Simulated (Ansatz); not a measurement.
# Fermi-surface data of WPt3 (I4/mmm)

Given:

```yaml
crystal:
  lattice:
    - [-1.93709, 1.93709, 3.99424]
    - [1.93709, -1.93709, 3.99424]
    - [1.93709, 1.93709, -3.99424]
  atoms:
    - { symbol: Pt, position: [0.75000, 0.25000, 0.50000] }
    - { symbol: Pt, position: [0.25000, 0.75000, 0.50000] }
    - { symbol: Pt, position: [0.50000, 0.50000, 0.00000] }
    - { symbol: W, position: [0.00000, 0.00000, 0.00000] }
```

All values below come from PBEsol, rigid bands (plane waves, PAW, scalar-relativistic; Ansatz, a first-principles code). Cell: cell and atoms relaxed with PBEsol.

- density of states at the Fermi level: 2.89 states/(eV·cell), both spins
- bare Sommerfeld coefficient: 1.70 mJ/(mol of atoms·K²)
- Drude plasma energy: 5.5 (x), 5.5 (y), 4.0 (z) eV
- root-mean-square Fermi velocity: 4.5e5 m/s
- resistivity times τ: 16.2 (x), 16.2 (y), 30 (z) ×10⁻²² Ω·m·s

A metal at this level (no band gap); rigid bands, thermally averaged at 300 K, both spins. Spin-orbit coupling is left out, which matters with elements this heavy. τ is one relaxation time for all states.

Computed structure with no diffraction record at hand here (it may be known, metastable or hypothetical): WPt3 (I4/mmm).
